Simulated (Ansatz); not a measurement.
# CdTe: response to strain

The reference is CdTe in the zinc blende structure (space group F-43m, No. 216).

```yaml
crystal:
  lattice:
    - [0.00000, 3.24436, 3.24436]
    - [3.24436, 0.00000, 3.24436]
    - [3.24436, 3.24436, 0.00000]
  atoms:
    - { symbol: Cd, position: [0.00000, 0.00000, 0.00000] }
    - { symbol: Te, position: [0.25000, 0.25000, 0.25000] }
```

Strains are applied to the cell and any free atomic positions relax.

Method: PBEsol in Ansatz (plane waves to 420 eV, PAW, spin-orbit coupling left out).

Notes on the quantities. energy relative to the base: free energy F.

```
change                     pressure    electron mass  energy relative to the base  band gap  shortest interatomic distance
------------------------  ---------  ---------------  ---------------------------  --------  -----------------------------
base                       0.01 GPa  0.055 mₑ (at Γ)                   0 meV/atom   0.65 eV                        2.810 Å
isotropic strain −3.00 %   4.72 GPa  0.070 mₑ (at Γ)                 +40 meV/atom   0.92 eV                        2.725 Å
isotropic strain −2.00 %   2.91 GPa  0.065 mₑ (at Γ)                 +17 meV/atom   0.83 eV                        2.754 Å
isotropic strain −1.50 %   2.10 GPa  0.063 mₑ (at Γ)                +9.6 meV/atom   0.78 eV                        2.768 Å
isotropic strain −1.00 %   1.35 GPa  0.060 mₑ (at Γ)                +4.2 meV/atom   0.74 eV                        2.782 Å
isotropic strain +0.50 %  -0.59 GPa  0.052 mₑ (at Γ)                +0.9 meV/atom   0.61 eV                        2.824 Å
isotropic strain +1.00 %  -1.14 GPa  0.049 mₑ (at Γ)                +3.8 meV/atom   0.56 eV                        2.838 Å
isotropic strain +1.50 %  -1.65 GPa  0.047 mₑ (at Γ)                +8.4 meV/atom   0.52 eV                        2.852 Å
isotropic strain +2.00 %  -2.12 GPa  0.044 mₑ (at Γ)                 +15 meV/atom   0.48 eV                        2.866 Å
isotropic strain +3.00 %  -2.96 GPa  0.038 mₑ (at Γ)                 +32 meV/atom   0.40 eV                        2.894 Å
```

Spin-orbit coupling, missing from the scalar runs, can matter with Te. Masses are band curvatures over ±0.01 Å⁻¹ around the edge. Stability against distortions was not tested.

Ansatz is a program for electronic structure.
